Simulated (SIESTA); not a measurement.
SIESTA run on La (P3m1, 4 atoms in the cell): self-consistent single point.

Level of theory: SIESTA with GGA PBEsol, numerical atomic orbitals DZP, PseudoDojo PBEsol standard norm-conserving potentials (rewritten from UPF to PSML).

```
CELL_PARAMETERS angstrom
      1.87557    -3.24859     0.00000
      1.87557     3.24859     0.00000
      0.00000     0.00000    12.09920
ATOMIC_POSITIONS crystal
  La 0.00000 0.00000 0.50413
  La 0.00000 0.00000 0.00000
  La 0.33333 0.66667 0.25000
  La 0.66667 0.33333 0.75000
```

Reference input (self-consistent single point, DFT, GGA PBEsol, numerical atomic orbitals DZP, PseudoDojo PBEsol standard norm-conserving potentials (rewritten from UPF to PSML)): XC.functional = GGA; XC.authors = PBEsol; potentials = PseudoDojo PBEsol standard; PAO.BasisSize = DZP; PAO.EnergyShift = 0.005 Ry; MeshCutoff = 350 Ry; kgrid.MonkhorstPack = 8 8 2; OccupationFunction = FD; ElectronicTemperature = 100 meV; MaxSCFIterations = 150; SCF.Mixer.Method = Pulay; SCF.Mixer.Weight = 0.25. This run's input differs from it in these lines:

```diff
@@ -29,8 +29,8 @@
 %block kgrid.MonkhorstPack
-    8   0   0  0.0
-    0   8   0  0.0
-    0   0   2  0.0
+   13   0   0  0.0
+    0  13   0  0.0
+    0   0   4  0.0
 %endblock kgrid.MonkhorstPack
 OccupationFunction           FD
-ElectronicTemperature        100.0 meV
+ElectronicTemperature        10.0 meV
```

The program printed (abridged):

```
        iscf     Eharris(eV)        E_KS(eV)     FreeEng(eV)     dDmax    Ef(eV) dHmax(eV)
   scf:    1    -3792.643571    -3819.515293    -3819.516090  1.682759 -5.390605  2.053364
   scf:    2    -3817.157066    -3818.896041    -3818.897001  0.103547 -5.449871  4.828400
   scf:    3    -3819.663212    -3819.714237    -3819.715194  0.064685 -5.452038  1.090956
   scf:    4    -3819.869459    -3819.805362    -3819.806372  0.070967 -5.526516  0.318214
   scf:    5    -3819.795218    -3819.805222    -3819.806320  0.012023 -5.538847  0.318721
   [... 4 lines left out ...]
   scf:   10    -3819.810032    -3819.810031    -3819.811132  0.000084 -5.537322  0.000102
   scf:   11    -3819.810031    -3819.810031    -3819.811132  0.000014 -5.537317  0.000048
   scf:   12    -3819.810031    -3819.810031    -3819.811132  0.000017 -5.537314  0.000032
   scf:   13    -3819.810031    -3819.810031    -3819.811132  0.000005 -5.537313  0.000016
SCF Convergence by DM+H criterion
max |DM_out - DM_in|         :     0.0000045364
max |H_out - H_in|      (eV) :     0.0000162089
SCF cycle converged after 13 iterations

Using DM_out to compute the final energy and forces

siesta: E_KS(eV) =            -3819.8100

siesta: E_KS - E_eggbox =     -3819.8100

siesta: Atomic forces (eV/Ang):
     1    0.000000    0.000000   -0.159999
     2    0.000000    0.000000    0.028513
     3    0.000000   -0.000001    0.054862
     4   -0.000000    0.000000    0.076829
   Tot    0.000000   -0.000000    0.000205
   Max    0.159999
   Res    0.054257    sqrt( Sum f_i^2 / 3N )
   Max    0.159999    constrained

Stress tensor Voigt[x,y,z,yz,xz,xy] (kbar):       -5.93       -5.93       -3.70        0.00        0.00        0.00
(Free)E + p*V (eV/cell)    -3819.3339
   [... lines left out ...]
siesta: FreeEng =     -3819.811132
   [... lines left out ...]
siesta:    -0.003700    0.000000    0.000000
siesta:     0.000000   -0.003702    0.000000
siesta:     0.000000    0.000000   -0.002309

siesta: Cell volume =        147.440272 Ang**3

siesta: Pressure (static):
siesta:                Solid            Molecule  Units
siesta:           0.00003525          0.00003805  Ry/Bohr**3
siesta:           0.00323674          0.00349388  eV/Ang**3
siesta:           5.18582921          5.59781179  kBar
```

The run converged in 13 iterations. Against the reference run the free energy rises by 22.6 meV/atom, the pressure stays near 0.52 GPa while the zz stress (positive for compression) goes from 0.81 to 0.37 GPa and the largest force stays at 0.160 eV/Å.

The starting cell has typed, rounded lattice constants, without a prior relaxation at this level. Its lattice was rescaled by up to half a per cent. One atom was moved a little off its site on purpose. Values carry the incompleteness of an atom-centred basis.

Cost on one core of a shared machine: roughly 2 min.
